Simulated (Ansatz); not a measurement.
Troubleshooting Ansatz (a quantum-chemistry and plane-wave program): a failed run on CaB6 (Pm-3m, 7 atoms in the cell). The aim is a self-consistent single point with DFT, PBE, plane waves, PAW files.

Cell that was meant: a = 4.1384 Å, b = 4.1384 Å, c = 4.1384 Å, α = 90.00°, β = 90.00°, γ = 90.00°.

Part of the input:

```yaml
  lattice:
    - [4.138440, 0.000000, 0.000000]
    - [0.000000, 4.138440, 0.000000]
    - [4.138440, 4.138440, 0.000000]
  atoms:
    - { symbol: Ca, position: [0.000000, 0.000000, 0.000000] }
    - { symbol: B, position: [0.201680, 0.500000, 0.500000] }
```

Output, abridged:

```
Error: invalid value for `crystal.lattice`: the lattice is degenerate (Ω = 0 Å³): its volume is under 1e-10 Å³
```

Question: Read the log: what does the program object to, and what is the fix?

Answer: The fault is linearly dependent lattice vectors. Three vectors in one plane span no volume, and the reciprocal lattice does not exist. To fix it, correct the lattice vector. The program stopped before any SCF iteration.

The sound input it was made from differs as follows (other fixes are possible):
```diff
-    - [4.138440, 4.138440, 0.000000]
+    - [0.000000, 0.000000, 4.138440]
```

With that input, the run converged in 7 iterations: free energy E − TS (on the zero of these files) -2755.2231 eV; pressure 1.00 GPa; largest force (vector length) 0.005 eV/Å (DFT, PBE, plane waves, PAW files).

On the sound input: the starting cell comes from a database of computed structures (which also holds hypothetical and non-ambient phases and stackings), without a prior relaxation at this level. Ansatz's pressure includes its estimate of the finite-basis (Pulay) stress.
